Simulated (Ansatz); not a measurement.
Input and output of a self-consistent single point for NbSN (P4/nmm, 6 atoms in the cell) (Ansatz, an electronic-structure program).

Method: PBEsol, harder PAW files (source: ansatz) made with PBE (plane waves; Ansatz).

```
NbSN
1.0
    3.55159     0.00000     0.00000
    0.00000     3.55159     0.00000
    0.00000     0.00000     6.05314
Nb S N
2 2 2
Cartesian
  1.77579   0.00000   1.12637
  0.00000   1.77579   4.92677
  1.77579   0.00000   3.73152
  0.00000   1.77579   2.32162
  1.77579   1.77579   0.00000
  0.00000   0.00000   0.00000
```

Reference input (self-consistent single point, DFT, PBEsol, plane waves, harder PAW files (source: ansatz) made with PBE): basis.ecutwfc = 870 eV; kpoints.mp_grid.grid = 6 6 4; hamiltonian.xc = pbesol; hamiltonian.pseudopotentials = {kind: paw, source: ansatz}; scf.occupations.method = fermi_dirac; scf.occupations.width = 0.05 eV. This run's input differs from it in these lines:

Ansatz 0.2 input:
```diff
@@ -16,3 +16,3 @@
 kpoints:
-  mp_grid: { grid: [6, 6, 4] }
+  mp_grid: { grid: [12, 12, 7] }
 hamiltonian:
```

Output, abridged:

```
SCF iter   1: F=—  HF=-11543.852000 eV  |F-HF|=—  |Δ(HF+E_count)|=         —  Δρ=1.25e-1  dr2=1.52e1  ethr=3.10e-3  ⟨swp⟩=6.0  Hψ=16265  notcnv=0
all-band conjugate gradients solve this SCF's bands
preconditioner: auto → Resta (q_TF=auto, 2.525 Å⁻¹)
SCF iter   2: F=—  HF=-11540.910235 eV  |F-HF|=—  |Δ(HF+E_count)|=    2.94e0  Δρ=5.01e-2  dr2=1.04e0  ethr=3.10e-3  ⟨swp⟩=3.8  Hψ=8227  notcnv=0  defer=152
   [... lines left out ...]
SCF iter   6: F=—  HF=-11540.698244 eV  |F-HF|=—  |Δ(HF+E_count)|=   8.98e-4  Δρ=7.44e-4  dr2=6.38e-4  ethr=1.33e-5  ⟨swp⟩=2.1  Hψ=4654  notcnv=0  defer=68
SCF iter   7: F=—  HF=-11540.698166 eV  |F-HF|=—  |Δ(HF+E_count)|=   7.76e-5  Δρ=2.34e-4  dr2=6.26e-5  ethr=1.33e-6  ⟨swp⟩=2.1  Hψ=4344  notcnv=0  defer=68
SCF iter   8: F=—  HF=-11540.698193 eV  |F-HF|=—  |Δ(HF+E_count)|=   2.70e-5  Δρ=4.62e-5  dr2=2.73e-6  ethr=1.31e-7  ⟨swp⟩=2.2  Hψ=4465  notcnv=0  defer=66
SCF iter   9: F=-11540.698193 eV  HF=-11540.698193 eV  |F-HF|=1.24e-8  |Δ(HF+E_count)|=   2.69e-7  Δρ=4.44e-6  dr2=2.54e-8  ethr=2.08e-10  ⟨swp⟩=8.0  Hψ=20228  notcnv=0
SCF 1 converged in 9 iterations: F = -11540.698193 eV  dr2 = 2.54e-8
Free energy (F): -11540.698193 eV
Internal energy: -11540.693225 eV  (E = F + TS)
E sigma→0 (E₀):  -11540.695709 eV
Entropy (-TS):   -0.004967 eV (-0.828 meV/atom)
Fermi energy:    14.664344 eV
--- Forces (eV/Å), atoms counted from 1 ---
  atom   1  Nb     0.00000000     0.00000000    -0.32340898
  atom   2  Nb     0.00000000     0.00000000     0.32340898
  atom   3  S      0.00000000     0.00000000     0.00879115
  atom   4  S      0.00000000     0.00000000    -0.00879115
  atom   5  N      0.00000000     0.00000000    -0.00000000
  atom   6  N      0.00000000     0.00000000     0.00000000
--- Stress (GPa, compression-positive) ---
       -3.259296       0.000000       0.000000
        0.000000      -3.259296       0.000000
        0.000000       0.000000      -2.697786
  P = ⅓ Tr σ = -3.0721 GPa (-30.721 kbar)
  The stress holds the Pulay correction. Without it, at fixed plane waves, as pw.x and ABINIT print it: P = -3.0806 GPa
```

The run converged in 9 iterations. Against the reference run the free energy is nearly the same (within 1 meV/atom), the pressure moves little (-3.09 to -3.07 GPa) and the largest force goes from 0.351 to 0.323 eV/Å.

The starting cell comes from a database of computed structures (which also holds hypothetical and non-ambient phases and stackings), without a prior relaxation at this level. Its lattice was rescaled by a random factor within 2.5 % of one. Spin polarisation is off. With a pressure of about -3 GPa the cell is away from its equilibrium volume at this level. Ansatz's pressure includes its estimate of the finite-basis (Pulay) stress.

Cost on one core of a shared machine: roughly 70 s.
